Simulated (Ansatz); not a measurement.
We consider Al₂O₃ (R-3, No. 148, 10 atoms in the cell; start mp-754624; a measured phase of this formula has another space group), described by r²SCAN+rVV10 (Ansatz, an electronic-structure program, plane waves, PAW).

Input:

Ansatz 0.2 input:
```yaml
crystal:
  lattice:
    - [2.397640956, 1.3842786514, 4.4540714912]
    - [-2.397640956, 1.3842786514, 4.4540714912]
    - [0.0, -2.7685573028, 4.4540714912]
  atoms:
    - { symbol: Al, position: [0.0, 0.0, 0.0] }
    - { symbol: Al, position: [0.5, 0.5, 0.5] }
    - { symbol: Al, position: [0.3063715844, 0.3063715844, 0.3063715844] }
    - { symbol: Al, position: [0.6936284156, 0.6936284156, 0.6936284156] }
    - { symbol: O, position: [0.2788641243, 0.8921617411, 0.603808497] }
    - { symbol: O, position: [0.7211358757, 0.1078382589, 0.396191503] }
    - { symbol: O, position: [0.8921617411, 0.603808497, 0.2788641243] }
    - { symbol: O, position: [0.1078382589, 0.396191503, 0.7211358757] }
    - { symbol: O, position: [0.603808497, 0.2788641243, 0.8921617411] }
    - { symbol: O, position: [0.396191503, 0.7211358757, 0.1078382589] }
basis:
  ecutwfc: 560
  ecutrho_ratio: 4
  xc_grid: 3
kpoints:
  mp_grid: { grid: [8, 8, 8] }
  band_path:
    path:
      - [0.0, 0.0, 0.0]
      - [-0.083333, -0.083333, -0.083333]
      - [-0.166667, -0.166667, -0.166667]
      - [-0.25, -0.25, -0.25]
      - [-0.333333, -0.333333, -0.333333]
      - [-0.416667, -0.416667, -0.416667]
      - [-0.5, -0.5, -0.5]
      - [-0.5, -0.455177, -0.544823]
      - [-0.5, -0.410353, -0.589647]
      - [-0.5, -0.36553, -0.63447]
      - [-0.5, -0.320707, -0.679293]
      - [-0.5, -0.275883, -0.724117]
      - [-0.5, -0.23106, -0.76894]
      - [-0.23106, 0.23106, -0.5]
      - [-0.184848, 0.184848, -0.5]
      - [-0.138636, 0.138636, -0.5]
      - [-0.092424, 0.092424, -0.5]
      - [-0.046212, 0.046212, -0.5]
      - [0.0, 0.0, -0.5]
      - [0.0, 0.0, -0.428571]
      - [0.0, 0.0, -0.357143]
      - [0.0, 0.0, -0.285714]
      - [0.0, 0.0, -0.214286]
      - [0.0, 0.0, -0.142857]
      - [0.0, 0.0, -0.071429]
      - [0.0, 0.040614, -0.040614]
      - [0.0, 0.081229, -0.081229]
      - [0.0, 0.121843, -0.121843]
      - [0.0, 0.162458, -0.162458]
      - [0.0, 0.203072, -0.203072]
      - [0.0, 0.243687, -0.243687]
      - [0.0, 0.284301, -0.284301]
      - [0.0, 0.324916, -0.324916]
      - [0.0, 0.36553, -0.36553]
      - [-0.36553, 0.0, -0.63447]
      - [-0.432765, 0.0, -0.567235]
      - [-0.5, 0.0, -0.5]
      - [-0.4375, 0.0, -0.4375]
      - [-0.375, 0.0, -0.375]
      - [-0.3125, 0.0, -0.3125]
      - [-0.25, 0.0, -0.25]
      - [-0.1875, 0.0, -0.1875]
      - [-0.125, 0.0, -0.125]
      - [-0.0625, 0.0, -0.0625]
    npoints: 1
hamiltonian:
  xc: r2scan
  dispersion: rvv10
  pseudopotentials: { kind: paw }
scf:
  occupations: { method: fermi_dirac, width: 0.01 }
  convergence: { dr2_threshold: 0.000000001 }
output:
  forces: true
  stress: true
  eigenvalues: true
  write_bands: true
```

Output (set-up and result lines):

```
Crystal: 10 atoms, lattice volume = 88.698 Å³
Basis set: ecut = 560 eV, 2675 PW (Γ), exchange–correlation on 135×135×135 points (27 copies of the dense FFT grid, shifted against one another)
Bands: 34, of which v1, the nominal top of the filled ones, is band 24 counted from 1 (23 counted from 0)
Symmetry: 6 space group operations
Space group: R-3 (ITA 148), of the structure as read, at distance tolerance 4.5e-5 Å
k-points: 90 of 512
Functional: x = r2scan, c = r2scan + rvv10(b = 11.95, C = 0.0093); τ floored in thin density (d = 2e-4 eV/Å³)
SCF iter   1: F=—  HF=-5586.093386 eV  |F-HF|=—  |Δ(HF+E_count)|=         —  Δρ=7.14e-3  dr2=3.92e-2  dr2_τ=6.15e-1
SCF iter   2: F=—  HF=-5586.642593 eV  |F-HF|=—  |Δ(HF+E_count)|=   5.49e-1  Δρ=5.71e-3  dr2=2.37e-2  dr2_τ=6.99e-4
  ...
SCF iter   7: F=—  HF=-5586.638489 eV  |F-HF|=—  |Δ(HF+E_count)|=   9.23e-5  Δρ=4.09e-6  dr2=1.38e-8  dr2_τ=8.20e-10
SCF iter   8: F=-5586.638489 eV  HF=-5586.638489 eV  |F-HF|=5.37e-11  |Δ(HF+E_count)|=   5.34e-9  Δρ=6.95e-7  dr2=2.72e-10  dr2_τ=2.88e-11
SCF 1 converged in 8 iterations: F = -5586.638489 eV  dr2 = 2.72e-10
SCF converged after 8 iterations
Free energy (F): -5586.638489 eV
Internal energy: -5586.638489 eV  (E = F + TS)
E sigma→0 (E₀):  -5586.638489 eV
Fermi energy:    10.059425 eV
--- Forces (eV/Å), atoms counted from 1 ---
  atom   1  Al     0.00000000    -0.00000000     0.00000000
  atom   2  Al     0.00000000     0.00000000     0.00000000
  atom   3  Al     0.00000000    -0.00000000    -0.00002664
  atom   4  Al    -0.00000000     0.00000000     0.00002664
  atom   5  O     -0.00087126     0.00017441     0.00026324
  atom   6  O      0.00087126    -0.00017441    -0.00026324
  atom   7  O      0.00058667     0.00066733     0.00026324
  atom   8  O     -0.00058667    -0.00066733    -0.00026324
  atom   9  O      0.00028459    -0.00084174     0.00026324
  atom  10  O     -0.00028459     0.00084174    -0.00026324
--- Stress (GPa, compression-positive) ---
        0.003680      -0.000015      -0.000000
        0.000015       0.003680      -0.000000
        0.000000      -0.000000      -0.004105
  P = ⅓ Tr σ = 0.0011 GPa (0.011 kbar)
```

The PAW data were made under PBE.

A start named mp-… is a Materials Project structure, which need not be a measured phase.
